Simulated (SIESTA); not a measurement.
A self-consistent single point of BaSn3S4 (P1, 8 atoms in the cell) with SIESTA.

Method: LDA PW92, numerical atomic orbitals TZP, PseudoDojo LDA standard norm-conserving potentials (rewritten from UPF to PSML) in SIESTA.

The change in words: atoms moved at random. Reference geometry:
```xyz
8
Lattice="4.4490 0.0000 0.0000 0.0000 4.2051 0.0000 -0.1018 0.0000 11.7455" Properties=species:S:1:pos:R:3 pbc="T T T"
Ba     1.7978     2.1025     7.1959
Sn     0.6544     2.1025     1.2433
Sn     2.7788     0.0000     4.2123
Sn     3.7815     0.0000    10.3360
S      2.0542     2.1025    10.3626
S      0.0037     2.1025     4.1228
S      2.2872     0.0000     1.7341
S      4.0311     0.0000     7.7753
```

Reference input (self-consistent single point, DFT, LDA PW92, numerical atomic orbitals TZP, PseudoDojo LDA standard norm-conserving potentials (rewritten from UPF to PSML)): XC.functional = LDA; XC.authors = PW92; potentials = PseudoDojo LDA standard; PAO.BasisSize = TZP; PAO.EnergyShift = 0.01 Ry; MeshCutoff = 400 Ry; kgrid.MonkhorstPack = 3 4 2; OccupationFunction = FD; ElectronicTemperature = 50 meV; MaxSCFIterations = 150; SCF.Mixer.Method = Pulay; SCF.Mixer.Weight = 0.25. This run's input differs from it in these lines:

```diff
@@ -19,10 +19,10 @@
 %block AtomicCoordinatesAndAtomicSpecies
-     0.404093855    0.472584912    1.617418391  1
-     0.147098374    0.472584912    0.279447869  2
-     0.624595299    0.000000000    0.946796307  2
-     0.849957678    0.000000000    2.323205761  2
-     0.461725745    0.472584912    2.329198644  3
-     0.000839629    0.472584912    0.926679229  3
-     0.514092307    0.000000000    0.389774996  3
-     0.906075289    0.000000000    1.747651394  3
+     0.409686865    0.482186892    1.608877873  1
+     0.138642345    0.478379748    0.275181569  2
+     0.623895207   -0.006573656    0.944037469  2
+     0.855269620    0.009977213    2.318250413  2
+     0.474724065    0.461462154    2.329161684  3
+    -0.010445882    0.460427193    0.936431524  3
+     0.511551345   -0.003649301    0.395886680  3
+     0.905154612    0.008129406    1.752345379  3
 %endblock AtomicCoordinatesAndAtomicSpecies
```

Log, with long lists cut:

```
        iscf     Eharris(eV)        E_KS(eV)     FreeEng(eV)     dDmax    Ef(eV) dHmax(eV)
   scf:    1    -8384.175866    -8381.117872    -8381.117872  1.640875 -3.944216  6.269167
   scf:    2    -8384.023168    -8383.047397    -8383.047398  0.093824 -4.067008  2.507859
   scf:    3    -8383.559637    -8383.370101    -8383.370101  0.050389 -4.047519  1.761127
   scf:    4    -8383.542556    -8383.472420    -8383.472421  0.030213 -4.086933  0.642635
   scf:    5    -8383.511893    -8383.493758    -8383.493759  0.016416 -4.099968  0.370333
   [... 5 lines left out ...]
   scf:   11    -8383.501216    -8383.501216    -8383.501217  0.000168 -4.119677  0.000195
   scf:   12    -8383.501216    -8383.501216    -8383.501217  0.000027 -4.119625  0.000161
   scf:   13    -8383.501216    -8383.501216    -8383.501217  0.000010 -4.119613  0.000119
   scf:   14    -8383.501216    -8383.501216    -8383.501217  0.000006 -4.119599  0.000077
SCF Convergence by DM+H criterion
max |DM_out - DM_in|         :     0.0000057500
max |H_out - H_in|      (eV) :     0.0000770310
SCF cycle converged after 14 iterations

Using DM_out to compute the final energy and forces

siesta: E_KS(eV) =            -8383.5012

siesta: E_KS - E_eggbox =     -8383.5012

siesta: Atomic forces (eV/Ang):
     1   -0.114946   -0.081227    0.149972
     2    0.145119   -0.062489   -0.098429
     3   -0.089202   -0.001918    0.266172
     4   -0.058166   -0.151243    0.278861
     5   -0.206685    0.175070    0.191617
     6    0.146516    0.082325   -0.050534
     7    0.123720    0.032864   -0.378404
     8    0.053472    0.006187   -0.359867
   Tot   -0.000172   -0.000432   -0.000611
   Max    0.378404
   Res    0.169883    sqrt( Sum f_i^2 / 3N )
   Max    0.378404    constrained

   [... lines left out ...]
siesta: FreeEng =     -8383.501217
   [... lines left out ...]
siesta:     0.026634    0.000343   -0.000862
siesta:     0.000343    0.022612   -0.000304
siesta:    -0.000862   -0.000304    0.022889

siesta: Cell volume =        219.740411 Ang**3

siesta: Pressure (static):
siesta:                Solid            Molecule  Units
siesta:          -0.00026188         -0.00031034  Ry/Bohr**3
siesta:          -0.02404490         -0.02849407  eV/Ang**3
siesta:         -38.52417630        -45.65252619  kBar
```

The run converged in 14 iterations. Against the reference run the free energy rises by 5.9 meV/atom, the pressure goes from -4.11 to -3.85 GPa, the largest force goes from 0.241 to 0.399 eV/Å and the gap on the mesh goes from 1.263 to 1.282 eV.

The starting cell comes from a database of computed structures (which also holds hypothetical and non-ambient phases and stackings), without a prior relaxation at this level. For this run, on top of that: atoms moved at random. Values carry the incompleteness of an atom-centred basis. The basis of the alkali or alkaline-earth atoms may lack their empty d shell, which can raise the gap. With a pressure of about -4 GPa the cell is away from its equilibrium volume at this level.

Cost on one core of a shared machine: roughly 40 s.
